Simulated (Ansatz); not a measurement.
We consider fluorite CoSi₂, described by PBE in Ansatz (PAW).

Settings: plane-wave cutoff 520 eV, 12×12×12 k mesh, Fermi–Dirac smearing 0.1 eV, perturbation theory, force constants from a 4×4×4 q mesh, no spin polarisation, scalar-relativistic PAW data made under PBE.

Computed at the level's own relaxed cell. Harmonic vibrational thermodynamics at fixed volume:

| T (K) | S_vib (J/K per mol of atoms) | C_V (J/K per mol of atoms) | F_vib (eV/atom) |
|---|---|---|---|
| 200 | 13.38 | 17.86 | 0.0413 |
| 300 | ___ | ___ | ___ |
| 400 | ___ | ___ | ___ |
| 500 | ___ | ___ | ___ |
| 700 | ___ | ___ | ___ |
| 800 | ___ | ___ | ___ |
| 900 | ___ | ___ | ___ |

Question: Fill in the missing entries.

Answer: 
- 300, S_vib (J/K per mol of atoms): 21.39
- 300, C_V (J/K per mol of atoms): 21.35
- 300, F_vib (eV/atom): 0.0231
- 400, S_vib (J/K per mol of atoms): 27.76
- 400, C_V (J/K per mol of atoms): 22.82
- 400, F_vib (eV/atom): -0.0025
- 500, S_vib (J/K per mol of atoms): 32.94
- 500, C_V (J/K per mol of atoms): 23.55
- 500, F_vib (eV/atom): -0.0340
- 700, S_vib (J/K per mol of atoms): 40.99
- 700, C_V (J/K per mol of atoms): 24.22
- 700, F_vib (eV/atom): -0.1110
- 800, S_vib (J/K per mol of atoms): 44.23
- 800, C_V (J/K per mol of atoms): 24.38
- 800, F_vib (eV/atom): -0.1552
- 900, S_vib (J/K per mol of atoms): 47.11
- 900, C_V (J/K per mol of atoms): 24.50
- 900, F_vib (eV/atom): -0.2026

The crystal is taken as a harmonic solid at every temperature: melting, phase changes and thermal expansion are not seen, nor the electrons' share in a metal.

Ansatz is a quantum-chemistry and plane-wave program.
